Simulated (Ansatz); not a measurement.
# Zr: response to strain

Consider Zr in the hcp (Mg type) structure (space group P6_3/mmc, No. 194; a = 3.2460 Å, c = 5.1507 Å). Axes: x lies along a and z along c of the hexagonal cell.

Strains are applied to the cell and any free atomic positions relax; under biaxial strain the out-of-plane vector relaxes too.

Calculations: r2SCAN (Ansatz, a quantum-chemistry and plane-wave program), spin-orbit coupling left out.

Notes on the quantities. pressure: mean of the normal stresses, compression positive.

```json
[
 {"variant": "base", "pressure": "0.0 GPa", "shortest interatomic distance": "3.185 Å", "space group": "P6_3/mmc (No. 194)"},
 {"variant": "biaxial strain +2.16 %, plane normal [001], relaxed out of plane", "pressure": "-2.4 GPa", "shortest interatomic distance": "3.178 Å", "space group": "P6_3/mmc (No. 194)"},
 {"variant": "biaxial strain +4.16 %, plane normal [001], relaxed out of plane", "pressure": "-4.3 GPa", "shortest interatomic distance": "3.174 Å", "space group": "P6_3/mmc (No. 194)"},
 {"variant": "uniaxial strain ε_xx = +3.56 %", "pressure": "-3.1 GPa", "shortest interatomic distance": "3.199 Å", "space group": "Cmcm (No. 63)"},
 {"variant": "uniaxial strain ε_zz = −0.77 %", "pressure": "0.8 GPa", "shortest interatomic distance": "3.169 Å", "space group": "P6_3/mmc (No. 194)"},
 {"variant": "tensor shear ε_xy = −3.73 %", "pressure": "0.1 GPa", "shortest interatomic distance": "3.142 Å", "space group": "P2_1/m (No. 11)"}
]
```

Without a gap, meshes like the base's 16×16×9 leave anisotropic stresses uncertain by several tenths of a GPa, and small strain energies with them. Whether these cells are dynamically stable was not tested. The final runs are not spin-polarised.
